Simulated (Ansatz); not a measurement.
```yaml
crystal:
  lattice:
    - [4.05231, 0.00000, 0.00000]
    - [0.00000, 4.05231, 0.00000]
    - [0.00000, 0.00000, 4.05231]
  atoms:
    - { symbol: K, position: [0.00000, 0.00000, 0.00000] }
    - { symbol: Zn, position: [0.50000, 0.50000, 0.50000] }
    - { symbol: F, position: [0.00000, 0.50000, 0.50000] }
    - { symbol: F, position: [0.50000, 0.50000, 0.00000] }
    - { symbol: F, position: [0.50000, 0.00000, 0.50000] }
```

The cell is fixed at its relaxed static size. Melting and transitions to other phases are not modelled.

Q: Estimate each atom's mean-square displacement (sum over three axes) at 600 K from path-integral sampling on the energy surface fitted in the stochastic self-consistent harmonic approximation in a 2×2×2 supercell, Ansatz (a program for electronic structure), PBEsol functional, plane-wave PAW.

A: K1 0.068 Å², Zn2 0.030 Å², F3 0.082 Å², F4 0.082 Å², F5 0.082 Å². Waves longer than the supercell are missing, so the values are low for an infinite crystal. Over all wave vectors of the supercell the softest harmonic mode is 41 cm⁻¹ at q = (0.50, 0.50, 0.50); the softest of the Hessian is 69 cm⁻¹ at q = (0.50, 0.50, 0.50) at 300 K (error under 1; the run's verdict: stable), 78 cm⁻¹ at q = (0.50, 0.50, 0.50) at 600 K (error 2; the run's verdict: stable).
